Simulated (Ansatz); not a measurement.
## Habitual settings against a tight run: a (110) slab of Re (cut from a parent of space group no. 194; 16 atoms in the cell)

Self-consistent single point.

```xyz
16
Lattice="4.7436 0.0000 0.0000 0.0000 8.8495 0.0000 0.0000 0.0000 18.1496" Properties=species:S:1:pos:R:3 pbc="T T T"
Re     4.4274     0.0000     7.0000
Re     4.4274     4.4247     7.0000
Re     1.2650     6.6371     7.0000
Re     2.8462     2.2124     7.0000
Re     2.0556     0.0000     8.3832
Re     2.0556     4.4247     8.3832
Re     3.6368     6.6371     8.3832
Re     0.4744     2.2124     8.3832
Re     4.4274     0.0000     9.7664
Re     4.4274     4.4247     9.7664
Re     1.2650     6.6371     9.7664
Re     2.8462     2.2124     9.7664
Re     2.0556     0.0000    11.1496
Re     2.0556     4.4247    11.1496
Re     3.6368     6.6371    11.1496
Re     0.4744     2.2124    11.1496
```

Method of the run: LDA (PW92), PAW files made with PBE (plane waves; Ansatz, a first-principles code).

Base settings: basis.ecutwfc = 420 eV; kpoints.mp_grid.grid = 5 3 1; hamiltonian.xc = lda; hamiltonian.pseudopotentials = {kind: paw} (the program's default PAW files); scf.occupations.method = cold; scf.occupations.width = 0.1 eV; efield.axis = 3; efield.dipole_correction = true.

Tight run (finer mesh or higher cutoff; not a proven limit): basis.ecutwfc: 420 eV → 590 eV; kpoints.mp_grid.grid: 5 3 1 → 7 5 1; scf.convergence.dr2_threshold: default (1e-07 eV) → 1e-09 eV. It gave Fermi level (on the code's own zero) 4.15 eV; largest force (vector length) 2.907 eV/Å.

Quick runs, as changes from the base:
- A: the base itself
- B: basis.ecutwfc: 420 eV → 210 eV; kpoints.mp_grid.grid: 5 3 1 → 2 2 1
- C: basis.ecutwfc: 420 eV → 210 eV; kpoints.mp_grid.grid: 5 3 1 → 4 4 1; scf.occupations.width: 0.1 eV → 0.5 eV
- D: kpoints.mp_grid.grid: 5 3 1 → 4 4 1; scf.occupations.method: cold → gaussian; scf.occupations.width: 0.1 eV → 0.136 eV
- E: basis.ecutwfc: 420 eV → 335 eV; kpoints.mp_grid.grid: 5 3 1 → 2 2 1; scf.occupations.width: 0.1 eV → 0.2 eV; scf.convergence.dr2_threshold: default (1e-07 eV) → 0.001 eV

Energies are extrapolated to zero smearing width, which holds to low order in the width alone.

Dashes: time of B, C, E, under 30 s.

The count of work is k-points × plane waves × bands × iterations; it is no time. Core times come from one kind of shared machine and are given to one figure; runs under 30 s give none.

The starting cell comes from a database of computed structures (which also holds hypothetical and non-ambient phases and stackings), without a prior relaxation at this level. The slab is cut from that crystal, and its faces are unrelaxed. Its lattice was rescaled in the plane by a random factor within 2.5 % of one. Spin polarisation is off. In the base run, forces exceed 1 eV/Å.

```
run  energy less tight (meV/atom)  largest miss in a force vector (eV/Å)  count of work / tight  core time / tight (rough)
---  ----------------------------  -------------------------------------  ---------------------  -------------------------
A                            -2.3                                  0.062                   0.25                        0.3
B                          3422.8                                  0.630                  0.065                          –
C                          3434.5                                  0.608                   0.14                          –
D                            -5.3                                  0.093                   0.37                        0.5
E                           -19.3                                  0.333                  0.083                          –
```

Among the runs at the tight run's level, the energy misses run from 2.3 to 3434.5 meV/atom.

Left out of this page: 1 run of the series outside the window shown, repeating another row's setting, or not comparable.

Keys are those of Ansatz 0.2.
